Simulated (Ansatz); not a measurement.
Consider Mo-vacancy pair (Mo on one host Cu site, one Cu site vacant) in fcc Cu, neutral cell. The step: the Mo atom itself jumps into the vacancy (Mo-vacancy distance between ideal sites 2.57 Å throughout); the atom moves 2.36 Å along (0.00, 0.46, 0.46) of the unit cell; the moving atom starts with neighbours 4 Cu at 2.56, 2 Cu at 2.59, 4 Cu at 2.63, Cu at 2.65 Å and ends with 4 Cu at 2.56, 2 Cu at 2.59, 4 Cu at 2.63, Cu at 2.65 Å. DFT values are from Ansatz (plane-wave PAW, 420 eV unless said) in a cell of 32 host sites, spin-restricted, static, with no finite-size correction. Forms of the defect that were not tried may lie lower. For the PBE band: the saddle point's order was not checked, and it lies on a symmetry element of the cell, where a band can be held.

```tsv
Level	Forward barrier (eV)	Cost of the band or of the saddle's single point
CHGNet universal potential (has no charge state), its own band	0.62	-
PBE, a 2×2×2 k-point mesh shifted by half a step, band relaxed	0.97	very roughly 30 core-minutes
PBE, a 4×4×4 k-point mesh shifted by half a step, same geometries	0.86	very roughly 13 core-minutes
r2SCAN at 500 eV, a 2×2×2 k-point mesh shifted by half a step, same geometries	1.01	very roughly 6 core-minutes
```

Ansatz is a program for electronic structure.
